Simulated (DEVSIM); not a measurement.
Structure: Mo/La2O3/SiO2/p-Si capacitor, at 300 K.

```csv
layer (left to right),material,thickness (nm),Na (cm⁻³)
1,La2O3,12.0,-
2,SiO2,1.30,-
3,Si,2100,3.6e15
```

Metal gate on the left, work function 4.6 eV. Fixed charge at the semiconductor interface 3.2e11 cm⁻² (in units of +e); no interface traps.

Constants are typed, rounded textbook-type inputs, not results; the design itself was drawn at random and stands for no fabricated device. Values at 300 K.

| parameter | La2O3 | SiO2 | Si |
|---|---|---|---|
| gap (eV) | 5.8 | 9 | 1.124 |
| affinity (eV) | 1.8 | 0.9 | 4.05 |
| permittivity | 27 | 3.9 | 11.7 |
| Nc (cm⁻³) | - | - | 2.86e19 |
| Nv (cm⁻³) | - | - | 3.1e19 |

Model (solved in DEVSIM): 1D Poisson equation in equilibrium, Boltzmann statistics, complete ionisation; no quantum confinement or tunnelling. Metal contacts follow the ideal Schottky-Mott rule: no Fermi-level pinning, no interface dipoles.

Problem. Tabulate band edges, carrier densities and field at 0.1 V on the gate.

Solution. Energies count from the Fermi level of the right contact; mesh points crowd at the junctions.

```tsv
x (μm)	Ec (eV)	Ev (eV)	n (cm⁻³)	p (cm⁻³)	field (V/cm)
0.000	2.700	-3.100	< 1e2	< 1e2	-12000
0.001413	2.698	-3.102	< 1e2	< 1e2	-12000
0.004203	2.695	-3.105	< 1e2	< 1e2	-12000
0.008220	2.690	-3.110	< 1e2	< 1e2	-12000
0.01132	2.687	-3.113	< 1e2	< 1e2	-12000
0.01235	3.583	-5.417	< 1e2	< 1e2	-82000
0.01299	3.578	-5.422	< 1e2	< 1e2	-82000
0.01476	0.428	-0.696	1.8e12	6.4e7	22000
0.01824	0.436	-0.688	1.4e12	8.6e7	22000
0.02637	0.454	-0.670	6.9e11	1.7e8	21000
0.04422	0.491	-0.633	1.6e11	7.2e8	20000
0.1102	0.613	-0.511	1.4e9	8.1e10	17000
0.2408	0.784	-0.340	1900000	6.0e13	9500
0.5453	0.887	-0.237	35000	3.3e15	340
1.414	0.890	-0.234	32000	3.6e15	≈ 0
1.814	0.890	-0.234	32000	3.6e15	≈ 0
1.986	0.890	-0.234	32000	3.6e15	≈ 0
2.057	0.890	-0.234	32000	3.6e15	≈ 0
2.096	0.890	-0.234	32000	3.6e15	≈ 0
2.106	0.890	-0.234	32000	3.6e15	≈ 0
2.111	0.890	-0.234	32000	3.6e15	≈ 0
2.113	0.890	-0.234	32000	3.6e15	≈ 0
```
